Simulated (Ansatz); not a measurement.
MoIr (space group Pmma, No. 51)

```
CELL_PARAMETERS angstrom
      4.41114     0.00000     0.00000
      0.00000     2.74700     0.00000
      0.00000     0.00000     4.79292
ATOMIC_POSITIONS crystal
  Mo 0.25000 0.00000 0.82918
  Mo 0.75000 0.00000 0.17082
  Ir 0.25000 0.50000 0.32481
  Ir 0.75000 0.50000 0.67519
```

Computed with PBEsol, PAW, 420 eV (Ansatz, an electronic-structure program; spin-orbit coupling left out). Γ-centred 11×17×10 mesh, Fermi–Dirac width 0.05 eV.

| Item | Result |
|---|---|
| Volume per atom | 14.52 Å³ |
| Density | 16.48 g/cm³ |
| Band gap | zero |
| Total energy | -8348.597 eV/atom (σ→0; compares only within this code and set-up) |

Stability against distortions was not tested. All final runs are without spin polarisation.
